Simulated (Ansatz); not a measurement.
Bader charge (e) of the atoms of the slab's upper half, from the top down, for a constructed model of the (110) surface of bcc W, a cell of two sites (a+b, b-a) surface alloy, Al on one W site of the top plane (bottom of the slab: a bare face, its two planes held).

Level of theory: PBE (plane waves to 420 eV, PAW; Ansatz, a program for electronic structure).

Slab: 12 atoms, 11.1 Å thick at the start with caps and adatoms (thin: gaps and levels are the slab's own); k 12x8x1, smearing 0.1 eV, dipole-corrected; 4 atoms held, the rest relaxed; symmetry of the start imposed; no spin, no spin-orbit, no U. It is one candidate, not shown to be the stable structure of the face.

```
atom  depth (Å)  Bader charge (e)
----  ---------  ----------------
Al11       0.00              0.85
W12        0.07             -0.66
W10        2.15              0.05
W9         2.28             -0.26
W7         4.46              0.03
W8         4.47              0.02
```
